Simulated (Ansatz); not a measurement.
# What pressure 0.3 GPa does to SiSe2

Take SiSe2 (space group Ibam, No. 72; a = 6.301 Å, b = 9.302 Å, c = 5.856 Å; made of chains) as the base.

Perturbation: cell and atoms relaxed at a pressure of 0.3 GPa.

All numbers come from PBEsol, PAW, 420 eV (Ansatz, a quantum-chemistry and plane-wave program; no spin-orbit coupling). Settings: 8×8×8 k-points, 0.05 eV Fermi–Dirac smearing.

```json
{
 "volume_per_atom": "27.46 Å³ (base 28.60 Å³)",
 "density": "3.75 g/cm³ (base 3.60 g/cm³)",
 "shortest_interatomic_distance": "228.8 pm (base 228.9 pm)",
 "band_gap": "1.55 eV (base 1.65 eV)",
 "smallest_direct_gap": "1.64 eV (base 1.71 eV)",
 "width_of_the_top_valence_band": "0.79 eV (base 0.77 eV)",
 "electron_mass": "0.58 mₑ along a, 0.41 mₑ along b, 0.95 mₑ along c (at X) (base 0.63 mₑ along a, 0.44 mₑ along b, 1.3 mₑ along c (at X))"
}
```

Load acts through the strain it causes; cell and atoms are relaxed under it. Masses are band curvatures over ±0.01 Å⁻¹ around the edge. Stability against distortions was not tested. No dispersion term is included in the PBEsol runs.
